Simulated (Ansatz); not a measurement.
alpha-tellurene monolayer, on its own PBE lattice.

```yaml
crystal:
  lattice:
    - [4.15842, 0.00000, 0.00000]
    - [-2.07921, 3.60130, 0.00000]
    - [0.00000, 0.00000, 21.67700]
  atoms:
    - { symbol: Te, position: [0.66667, 0.33333, 0.41558] }
    - { symbol: Te, position: [0.00000, 0.00000, 0.50000] }
    - { symbol: Te, position: [0.33333, 0.66667, 0.58442] }
```

Levels used, each named beside its values: PBE+D3(BJ) (plane waves to 420 eV, PAW; Ansatz, a quantum-chemistry and plane-wave program); r2SCAN (plane waves to 500 eV, PAW; Ansatz); PBE+D3(BJ) with spin-orbit coupling (plane waves to 420 eV, PAW; Ansatz); HSE06 (plane waves to 420 eV, PAW; Ansatz). Geometries and values that name no level are of the first. Values not marked SOC have no spin–orbit coupling. Its k-point mesh 9×9×1, Fermi–Dirac width 0.01 eV. HSE06 ran on meshes of its own (6×6×1); its edges and gaps are taken over the mesh and over extra points off it, mostly where PBE has its edges.

All levels ran on one geometry.

```csv
level,mesh,gap (eV)
PBE,9×9×1,0.76
r2SCAN,9×9×1,0.92
HSE06,6×6×1,1.11
PBE+SOC,9×9×1,0.42
```
